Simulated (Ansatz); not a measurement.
## MgS (model structure, started from the PtS type, P4₂/mmc, No. 131, 4 atoms in the cell)

Computed with PBEsol (Ansatz, a quantum-chemistry and plane-wave program, plane waves, PAW).

Run with plane-wave cutoff 500 eV, 12×12×6 k mesh (along the axes of the cell as run), Fermi–Dirac smearing 0.05 eV, scalar-relativistic PAW data made under PBE.

Cell (relaxed at this level):

```cif
data_Mg2S2
_chemical_formula_sum 'Mg2 S2'
_space_group_name_H-M_alt 'P42/mmc'
_space_group_IT_number 131
_space_group_name_Hall '-P 4c 2'
_cell_length_a 3.67860
_cell_length_b 3.67860
_cell_length_c 6.75186
_cell_angle_alpha 90.000
_cell_angle_beta 90.000
_cell_angle_gamma 90.000
loop_
_atom_site_label
_atom_site_type_symbol
_atom_site_symmetry_multiplicity
_atom_site_Wyckoff_symbol
_atom_site_fract_x
_atom_site_fract_y
_atom_site_fract_z
_atom_site_occupancy
Mg1 Mg 2 c 0.00000 0.50000 0.00000 1
S1 S 2 e 0.00000 0.00000 0.25000 1
```

| Property | Value |
|---|---|
| band gap | 1.07 eV (on the SCF k mesh) |

Note: the relaxation could raise the start's symmetry but not lower it, so the cell can be a saddle point.

The computed numbers hold no vibrational or temperature effects.

Cost on a shared machine: around 40 core-seconds (rough).

A model structure was made by putting elements into a prototype or built by hand; it is no filed structure, need not be a known phase, and can be a saddle point held by its symmetry.
